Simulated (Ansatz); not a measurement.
The parent structure is InP in the zinc blende structure (space group F-43m, No. 216; a = 5.907 Å).

Method: plane-wave PAW DFT at the r2SCAN level (Ansatz, a program for electronic structure, 500 eV), no spin-orbit coupling.

For the base:

- Valley order = Γ 1.03 eV; L along ⟨111⟩ 1.80 eV; X along ⟨100⟩ 2.04 eV
- Hole mass = 0.073, 0.44, 0.44 mₑ (at Γ)
- Width of the top valence band = 2.90 eV

The change: every lattice vector is stretched by 2.50 %; the atoms relax in the strained cell.

Question: What does the calculation give for the valley order, hole mass, width of the top valence band and energy relative to the base after the change?

Answer: The valley order (the lowest conduction-band minima on the path, energy above the VBM, named in the base's zone) changes from Γ 1.03 eV; L along ⟨111⟩ 1.80 eV; X along ⟨100⟩ 2.04 eV to Γ 0.60 eV; L along ⟨111⟩ 1.60 eV; X along ⟨100⟩ 2.15 eV; the hole mass (degenerate bands, along [100]) changes from 0.073, 0.44, 0.44 mₑ (at Γ) to 0.045, 0.48, 0.48 mₑ (at Γ); the width of the top valence band drops by 0.311 eV, from 2.90 eV to 2.58 eV; the energy goes up by 28 meV/atom.

The levels and masses belong to the bands next to the band gap. Masses are band curvatures over ±0.01 Å⁻¹ around the edge. Whether these cells are dynamically stable was not tested.
